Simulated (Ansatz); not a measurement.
The starting structures come from a database of crystals and need not be the phases stable at ambient conditions.

Tunnelling through a barrier is set by its complex band structure: the current falls as exp(−2κd) with the smallest κ.

Here is the system:

```
GaLaO3
1.0
    5.59538     0.00000     0.00000
   -2.79769     4.84574     0.00000
    2.79769     1.61525     4.48816
La Ga O
2 2 6
Direct
  0.50356   0.25178   0.24466
  0.50356   0.75178   0.74466
  0.00722   0.50361   0.48917
  0.00722   0.00361   0.98917
  0.94223   0.75741   0.73346
  0.50913   0.18482   0.73346
  0.08172   0.32431   0.73346
  0.08172   0.25741   0.23346
  0.94223   0.68482   0.23346
  0.50913   0.82431   0.23346
```

Space group of this cell: R3c. The cell is taken as given; by r2SCAN its mean pressure is -4.8 GPa.

Transport runs along the normal of the first two printed cell vectors, the (001) plane of the conventional cell.

No gap correction and no spin-orbit coupling; mid-gap values are interpolated between computed energies.

Task: Compute, with r2SCAN in Ansatz (a first-principles code), the band gap and the smallest decay constant κ at mid-gap.

Result: Gap 4.05 eV on a 8×8×8 mesh; κ = 0.327 1/Å, at the zone centre.
